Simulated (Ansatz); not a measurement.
**CdS: response to strain**

The reference is CdS in the zinc blende structure (space group F-43m, No. 216; a = 5.824 Å).

Strains are applied to the cell and any free atomic positions relax.

Calculations: Kohn–Sham DFT with the PBEsol functional, run in Ansatz (an electronic-structure program) with PAW and 420 eV plane waves, without spin-orbit coupling.

| variant | electron mass | band gap | width of the top valence band |
|---|---|---|---|
| base | 0.11 mₑ (at Γ) | 1.01 eV | 2.24 eV |
| isotropic strain −3.00 % | 0.13 mₑ (at Γ) | 1.19 eV | 2.59 eV |
| isotropic strain −2.00 % | 0.12 mₑ (at Γ) | 1.13 eV | 2.47 eV |
| isotropic strain −1.50 % | 0.12 mₑ (at Γ) | 1.10 eV | 2.41 eV |
| isotropic strain −0.50 % | 0.11 mₑ (at Γ) | 1.04 eV | 2.30 eV |
| isotropic strain +0.50 % | 0.11 mₑ (at Γ) | 0.98 eV | 2.19 eV |
| isotropic strain +1.50 % | 0.11 mₑ (at Γ) | 0.92 eV | 2.09 eV |
| isotropic strain +2.00 % | 0.10 mₑ (at Γ) | 0.89 eV | 2.04 eV |
| isotropic strain +2.50 % | 0.10 mₑ (at Γ) | 0.86 eV | 1.99 eV |
| isotropic strain +3.00 % | 0.098 mₑ (at Γ) | 0.83 eV | 1.94 eV |

Masses are band curvatures over ±0.01 Å⁻¹ around the edge. Stability against distortions was not tested.
